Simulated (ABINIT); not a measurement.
ABINIT run on Cs (Im-3m, 1 atom in the cell): self-consistent single point.

Method: LDA (PW92), PAW (JTH v2.0 LDA PAW) (plane waves; ABINIT).

```
CELL_PARAMETERS angstrom
     -3.05549     3.05549     3.05549
      3.05549    -3.05549     3.05549
      3.05549     3.05549    -3.05549
ATOMIC_POSITIONS crystal
  Cs 0.00000 0.00000 0.00000
```

Reference input (self-consistent single point, DFT, PBE, plane waves, PAW (JTH v2.0 PBE PAW)): pseudos = [Cs.GGA_PBE-JTH.xml]; ecut = 571 eV; pawecutdg = 1143 eV; pawxcdev = 0; occopt = 3; tsmear = 0.136 eV; ngkpt = 5 5 5; nshiftk = 1; shiftk = 0 0 0; potentials = JTH v2.0 PBE PAW; nband = 10; kptopt = 1. This run's input differs from it in these lines:

```diff
@@ -1,4 +1,4 @@
-# Cs, JTH v2.0 PBE PAW
+# Cs, JTH v2.0 LDA PAW
 pp_dirpath "./"
-pseudos "Cs.GGA_PBE-JTH.xml"
+pseudos "Cs.LDA_PW-JTH.xml"
 acell 5.2922639220 5.2922639220 5.2922639220 Angstrom
```

Its files differ too (potentials: JTH v2.0 PBE PAW → JTH v2.0 LDA PAW).

The program printed (abridged):

```
--- !BeginCycle
solver: {iscf: 17, nstep: 80, nline: 4, wfoptalg: 10, }
tolerances: {toldfe: 1.00E-09, }
...

     iter   Etot(hartree)      deltaE(h)  residm     nres2
 ETOT  1  -20.567709623316    -2.057E+01 1.286E-02 1.924E-02
 ETOT  2  -20.582249716750    -1.454E-02 2.819E-05 3.642E-03
 ETOT  3  -20.582254018957    -4.302E-06 8.458E-06 1.359E-03
 ETOT  4  -20.582258410441    -4.391E-06 2.436E-07 1.534E-04
 ETOT  5  -20.582259044824    -6.344E-07 6.107E-08 8.237E-06
 ETOT  6  -20.582259098291    -5.347E-08 7.787E-09 1.781E-07
 ETOT  7  -20.582259102781    -4.490E-09 7.852E-10 1.043E-08
 ETOT  8  -20.582259102892    -1.115E-10 1.491E-10 1.603E-09
 ETOT  9  -20.582259102904    -1.171E-11 1.739E-11 2.373E-11
 At SCF step    9, etot is converged :
  for the second time, diff in etot=  1.171E-11 < toldfe=  1.000E-09

 Cartesian components of stress tensor (hartree/bohr^3)
  sigma(1 1)=  1.66186016E-05  sigma(3 2)=  0.00000000E+00
  sigma(2 2)=  1.66186016E-05  sigma(3 1)=  0.00000000E+00
  sigma(3 3)=  1.66186016E-05  sigma(2 1)=  0.00000000E+00

 ----iterations are completed or convergence reached----

 reduced coordinates (array xred) for    1 atoms
       0.000000000000      0.000000000000      0.000000000000
 cartesian forces (eV/Angstrom) at end:
    1     -0.00000000000000    -0.00000000000000    -0.00000000000000
 frms,max,avg= 0.0000000E+00 0.0000000E+00   0.000E+00  0.000E+00  0.000E+00 e/A
 length scales= 10.000929435531 10.000929435531 10.000929435531 bohr
   [... lines left out ...]
 Fermi (or HOMO) energy (eV) =   0.14740   Average Vxc (eV)=  -5.70947
   [... lines left out ...]
'-kT*entropy'       : -2.43100799179284E-03
total_energy        : -2.05822575703456E+01
total_energy_eV     : -5.60071711452066E+02
...

-Cartesian components of stress tensor (GPa)         [Pressure= -4.8894E-01 GPa]
- sigma(1 1)=  4.88936058E-01  sigma(3 2)=  0.00000000E+00
- sigma(2 2)=  4.88936058E-01  sigma(3 1)=  0.00000000E+00
- sigma(3 3)=  4.88936058E-01  sigma(2 1)=  0.00000000E+00

 Calculation completed.
```

The run converged in 9 iterations. Against the reference run the pressure goes from -0.06 to -0.49 GPa.

The starting cell has typed, rounded lattice constants, without a prior relaxation at this level. Its lattice was rescaled by a random factor within 2.5 % of one.
